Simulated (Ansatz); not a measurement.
Consider interstitial H in wurtzite GaN, charge state +1. These are PBE, PAW (plane waves to 420 eV; Ansatz, a first-principles code) values and carry that method's errors.

Cell of 72 host sites held at the relaxed PBE lattice; one k-point at (0.125, 0.250, 0.250); Fermi-Dirac width 0.01 eV, spin-restricted; finite-size errors left in. Energies are static. The charge state is imposed; whether it is stable for some Fermi level was not computed. Sites that were not tried may lie lower.

Barriers: single points on a 2×2×2 k-point mesh shifted by half a step along c at the bands' geometries.

Relaxed starting cell (atoms counted from 1):

```xyz
73
Lattice="9.6554 0.0000 0.0000 -4.8277 8.3618 0.0000 0.0000 0.0000 10.4862" Properties=species:S:1:pos:R:3 pbc="T T T"
Ga     1.6134     0.9259     2.6255
Ga     1.6301     0.9224     7.8607
Ga    -0.0034     3.7273     2.6261
Ga     0.0026     3.7424     7.8609
Ga    -1.6093     6.5079     2.6217
Ga    -1.6092     6.5073     7.8619
Ga     4.8248     0.9249     2.6248
Ga     4.8087     0.9219     7.8601
Ga     3.2197     3.7179     2.6226
Ga     3.2197     3.7180     7.8610
Ga     1.6006     6.5044     2.6255
Ga     1.5915     6.4931     7.8594
Ga     8.0467     0.9283     1.9178
Ga     8.0471     0.9314     7.8863
Ga     6.4423     3.7266     2.6251
Ga     6.4363     3.7414     7.8603
Ga     4.8362     6.5049     2.6253
Ga     4.8461     6.4933     7.8592
Ga     0.0507     1.9003     5.3155
Ga     0.0688     1.9116    10.4020
Ga    -1.6125     4.6594     5.2422
Ga    -1.6126     4.6645    10.4897
Ga    -3.2203     7.4419     5.2413
Ga    -3.2160     7.4387    10.4891
Ga     3.2158     1.8704     5.2348
Ga     3.2153     1.8697    10.4938
Ga     1.6094     4.6532     5.2360
Ga     1.6095     4.6524    10.4932
Ga    -0.0057     7.4414     5.2414
Ga    -0.0104     7.4380    10.4890
Ga     6.3815     1.8989     5.3131
Ga     6.3617     1.9102    10.4017
Ga     4.8220     4.6531     5.2354
Ga     4.8219     4.6528    10.4932
Ga     3.2148     7.3806     5.3112
Ga     3.2141     7.3561    10.3996
N      1.5981     0.9418     4.5976
N      1.6286     0.9267     9.8277
N     -0.0047     3.7194     4.5994
N     -0.0020     3.7544     9.8279
N     -1.6133     6.5141     4.5914
N     -1.6136     6.5139     9.8388
N      4.8325     0.9411     4.5969
N      4.8008     0.9255     9.8271
N      3.2153     3.7255     4.5920
N      3.2154     3.7245     9.8402
N      1.6112     6.5169     4.5985
N      1.5826     6.4965     9.8268
N      8.0443     0.9388     4.8702
N      8.0428     0.9376     9.9209
N      6.4355     3.7187     4.5979
N      6.4327     3.7537     9.8274
N      4.8180     6.5171     4.5977
N      4.8457     6.4974     9.8266
N      0.0343     1.8833     1.9237
N      0.0090     1.8664     7.2746
N     -1.6084     4.6470     1.9765
N     -1.6084     4.6519     7.2121
N     -3.2211     7.4370     1.9766
N     -3.2158     7.4339     7.2110
N      3.2193     1.8579     1.9811
N      3.2196     1.8632     7.2059
N      1.6086     4.6474     1.9791
N      1.6133     4.6456     7.2070
N      0.0027     7.4362     1.9761
N     -0.0021     7.4332     7.2113
N      6.4045     1.8813     1.9227
N      6.4302     1.8654     7.2724
N      4.8305     4.6475     1.9799
N      4.8258     4.6456     7.2063
N      3.2174     7.3896     1.9214
N      3.2186     7.4254     7.2718
H     -1.6030     0.9439     3.8527
```
Cell charge +1.

End state 1 differs by these moves (Å; atoms that move under 0.08 Å are left out):

```json
[
 {"atom": "13", "element": "Ga", "Δx": "-0.07", "Δy": "-0.04", "Δz": "0.55"},
 {"atom": "19", "element": "Ga", "Δx": "0.33", "Δy": "0.24", "Δz": "0.13"},
 {"atom": "20", "element": "Ga", "Δx": "-0.08", "Δy": "-0.05", "Δz": "0.08"},
 {"atom": "31", "element": "Ga", "Δx": "0.05", "Δy": "-0.01", "Δz": "-0.07"},
 {"atom": "32", "element": "Ga", "Δx": "0.06", "Δy": "-0.04", "Δz": "0.04"},
 {"atom": "35", "element": "Ga", "Δx": "-0.03", "Δy": "-0.04", "Δz": "-0.06"},
 {"atom": "49", "element": "N", "Δx": "-0.16", "Δy": "-0.16", "Δz": "-0.41"},
 {"atom": "50", "element": "N", "Δx": "0.00", "Δy": "-0.01", "Δz": "-0.10"},
 {"atom": "55", "element": "N", "Δx": "-0.07", "Δy": "-0.04", "Δz": "0.05"},
 {"atom": "73", "element": "H", "Δx": "0.83", "Δy": "0.05", "Δz": "0.66"}
]
```

**Question.** What forward and backward barriers to end state 1 does PBE, PAW give?

**Answer.** forward 0.29 eV, backward 0.085 eV; at the saddle point atom 73 has neighbours Ga at 1.90, Ga at 1.94; N at 1.03 Å. The saddle point's order was not checked.
